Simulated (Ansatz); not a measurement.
**CuI: pressure series**

Take CuI in the zinc blende structure (space group F-43m, No. 216; a = 6.021 Å) as the base.

Cell and atoms are relaxed at each pressure.

Method: r2SCAN (Ansatz, a program for electronic structure), no SOC, earlier PAW set.

Candidates:
(a) pressure 30 GPa
(b) pressure −1 GPa
(c) pressure 100 GPa
(d) pressure −2 GPa
(e) pressure 50 GPa

For the base:

```
Item                            Result
-----------------------------  -------
Width of the top valence band  1.57 eV
```

### Question
Order them by width of the top valence band, lowest first.

### Answer
(d) pressure −2 GPa (1.39 eV), (b) pressure −1 GPa (1.48 eV), (a) pressure 30 GPa (3.12 eV), (e) pressure 50 GPa (3.79 eV), (c) pressure 100 GPa (5.05 eV)

Spin-orbit coupling, missing from the scalar runs, can matter with I. The levels and masses belong to the bands next to the band gap. Load acts through the strain it causes; cell and atoms are relaxed under it. No phonon test of stability was made. Tetrahedral semiconductors of this kind turn to denser phases somewhere between about 1 and 50 GPa; those were not computed, so compressed cells here can lie past the real transition. The final runs are not spin-polarised.
